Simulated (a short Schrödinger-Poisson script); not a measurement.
Solved with a short Schrödinger-Poisson script written for these runs: 1D Poisson equation in equilibrium, electrons quantum, Hartree (BenDaniel-Duke, 40 states a valley, the channel's in-plane mass for all, wave functions free to enter the barrier), parabolic valleys, classical holes, full ionisation, no traps, pinning or gate leakage.

Stack: gated Al0.33Ga0.67N/GaN polarisation-induced gas, at 77 K.

From the gate side: 20 nm Al0.33Ga0.67N; 6000 nm GaN, acceptors 1e14 cm⁻³.

Constants are typed, rounded textbook-type inputs, not results; the design itself was drawn at random and stands for no fabricated device. Al0.33Ga0.67N: permittivity 9.3, conduction-band edge (eV) 0.462, gap (eV) 4.09, electron mass (mₑ) 0.24, Nv at 300 K (cm⁻³) 4.6e19. GaN: permittivity 9.5, conduction-band edge (eV) 0, gap (eV) 3.43, Nv at 300 K (cm⁻³) 4.6e19.

Channel valleys (confinement mass, in-plane density-of-states mass, number): Γ 0.2, 0.2, 1. At the gate the conduction-band edge of layer 1 lies 1.27 eV − eVg above the Fermi level of the channel; the field vanishes at the back. Sheet of polarisation charge: +1.6e13 e/cm² at 20 nm from the gate. The barrier under the gate holds no holes. Gaps are held at their typed values at every temperature. Mesh 0.08 nm at interfaces.

Problem. Give the centroid of the channel electrons at Vg = 0.5 V (nm); the sheet density of all electrons at Vg = -3.5 V (cm⁻²); the lowest subband against the Fermi level at Vg = 0.5 V (meV).

Solution. centroid of the channel electrons at Vg = 0.5 V (nm): 1.79; sheet density of all electrons at Vg = -3.5 V (cm⁻²): 4.32e12; lowest subband against the Fermi level at Vg = 0.5 V (meV): -149.
